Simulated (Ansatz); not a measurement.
Data:

```
CELL_PARAMETERS angstrom
      0.00000     2.68785     2.68785
      2.68785     0.00000     2.68785
      2.68785     2.68785     0.00000
ATOMIC_POSITIONS crystal
  Si 0.00000 0.00000 0.00000
  Si 0.25000 0.25000 0.25000
```

These are r2SCAN, finite-displacement electron-phonon coupling, linearised Boltzmann equation (plane waves, PAW, scalar-relativistic; Ansatz, a first-principles code) values and carry that method's errors. Condition of this run: hydrostatic pressure 4 GPa (the target of the relaxation). Geometry: relaxed with this functional, without spin-orbit coupling, then loaded as said.

Task: Predict the intrinsic electron mobility at 300 K.

Result: 1610 cm²/(V·s).

Scattering by harmonic phonons alone: no impurities, screening or carrier-carrier scattering, bands fixed at 0 K. From a coarser fine mesh the values given move by up to 6 %. The mesh was bound by memory.
